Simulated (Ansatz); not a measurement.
What biaxial strain −1.25 %, plane normal [111], relaxed out of plane does to LiCl

Take LiCl in the rock salt structure (space group Fm-3m, No. 225; a = 5.0642 Å) as the base. Axes: x, y, z lie along the cube axes.

One thing is altered: biaxial strain −1.25 %, plane normal [111], relaxed out of plane (Cartesian); in-plane vectors clamped, the third vector and the atoms free.

Calculations: PBEsol (Ansatz, a program for electronic structure, PAW, scalar-relativistic without spin-orbit coupling). k-mesh 11×11×11 (Γ-centred); smearing 0.05 eV (Fermi–Dirac).

```json
[
 {"quantity": "volume per atom", "base": "16.23 Å³", "changed": "15.93 Å³", "shift": "-0.30 Å³"},
 {"quantity": "space group", "base": "Fm-3m (No. 225)", "changed": "R-3m (No. 166)", "shift": "–"},
 {"quantity": "energy relative to the base (free energy F)", "base": "0 meV/atom", "changed": "+1.3 meV/atom", "shift": "+1.3 meV/atom"},
 {"quantity": "pressure (mean of the normal stresses, compression positive)", "base": "0.00 GPa", "changed": "0.69 GPa", "shift": "+0.69 GPa"},
 {"quantity": "band gap", "base": "6.35 eV", "changed": "6.42 eV", "shift": "+0.07 eV"},
 {"quantity": "gap character", "base": "direct at Γ", "changed": "direct at Γ", "shift": "–"},
 {"quantity": "valence-band top at Γ (three highest levels, from the VBM)", "base": "–", "changed": "0.00, 0.00, -0.13 eV", "shift": "–"},
 {"quantity": "valley order (the lowest conduction-band minima on the path, energy above the VBM, named in the base's zone)", "base": "Γ 6.35 eV; L along ⟨111⟩ 6.58 eV; X along ⟨100⟩ 7.78 eV", "changed": "Γ 6.42 eV; L along [1-1-1] 6.52 eV; L along [111] 6.65 eV; X along [010] 7.75 eV", "shift": "–"},
 {"quantity": "out-of-plane strain", "base": "–", "changed": "+0.65 %", "shift": "–"},
 {"quantity": "ratio −ε⊥/ε∥", "base": "–", "changed": "0.52", "shift": "–"},
 {"quantity": "mean in-plane stress (compression positive)", "base": "–", "changed": "+1.0 GPa", "shift": "–"}
]
```

Final structure (turned so that z lies along the plane normal):

```xyz
2
Lattice="3.5362 0.0000 0.0000 1.7681 3.0624 0.0000 1.7681 -1.0208 2.9428" Properties=species:S:1:pos:R:3 pbc="T T T"
Li     0.0000     0.0000     0.0000
Cl     1.7681     1.0208     1.4714
```

Stability against distortions was not tested. Labels are those of the standard path for the cell's own space group.
